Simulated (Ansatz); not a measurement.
Given:

```yaml
crystal:
  lattice:
    - [4.56542, 0.00000, 0.00000]
    - [0.00000, 4.56542, 0.00000]
    - [2.28271, -2.28271, 3.42388]
  atoms:
    - { symbol: Sn, position: [0.00000, 0.00000, 0.00000] }
    - { symbol: Sn, position: [0.75000, 0.75000, 0.50000] }
```

No spin polarisation.

Method: PBE (Ansatz, a first-principles code; PAW; 420 eV plane waves; spin-orbit coupling left out). k-mesh 15×15×15 (Γ-centred); smearing 0.1 eV (Fermi–Dirac).

**Question.** Predict the band gap.

**Answer.** Zero.

**Question.** What is the computed mean in-plane stress (compression positive)?

**Answer.** +1.9 GPa.

**Question.** Predict the space group.

**Answer.** I4_1/amd (No. 141).

The cells carry an imposed strain or load. Stability against distortions was not tested. The cell was made from Sn in the diamond structure (space group Fd-3m, No. 227) by this change: biaxial strain −3.00 %, plane normal [001], relaxed out of plane.
